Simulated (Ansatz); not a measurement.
Results of r²SCAN (plane waves, PAW; Ansatz, a quantum-chemistry and plane-wave program) for HfO₂ (P4₂/mnm, No. 136, 6 atoms in the cell; start mp-776532; a measured phase of this formula has another space group).

Settings: plane-wave cutoff 600 eV, 8×8×12 k mesh (along the axes of the cell as run), finite displacements, scalar-relativistic PAW data made under PBE.

Cell (relaxed at this level):

```cif
data_Hf2O4
_chemical_formula_sum 'Hf2 O4'
_space_group_name_H-M_alt 'P 1'
_space_group_IT_number 1
_cell_length_a 4.83806
_cell_length_b 4.83806
_cell_length_c 3.22021
_cell_angle_alpha 90.000
_cell_angle_beta 90.000
_cell_angle_gamma 90.000
loop_
_space_group_symop_operation_xyz
  'x, y, z'
loop_
_atom_site_label
_atom_site_type_symbol
_atom_site_fract_x
_atom_site_fract_y
_atom_site_fract_z
_atom_site_occupancy
Hf1 Hf 0.00000 0.00000 0.00000 1
Hf2 Hf 0.50000 0.50000 0.50000 1
O1 O 0.19492 0.80508 0.50000 1
O2 O 0.80508 0.19492 0.50000 1
O3 O 0.69492 0.69492 0.00000 1
O4 O 0.30508 0.30508 0.00000 1
```

Q: Predict the electronic dielectric constant ε∞ (mean over three axes) and dielectric constant ε0 (ions relaxed) (mean over three axes).

A: 
- electronic dielectric constant ε∞ (mean over three axes): 4.37
- dielectric constant ε0 (ions relaxed) (mean over three axes): 26.3

Note: the relaxation could not lower the start's symmetry, so the cell can be a saddle point above a distorted one.

Spin–orbit coupling is not included.

Computing time: very roughly 50 core-minutes.

A start named mp-… is a Materials Project structure, which need not be a measured phase.
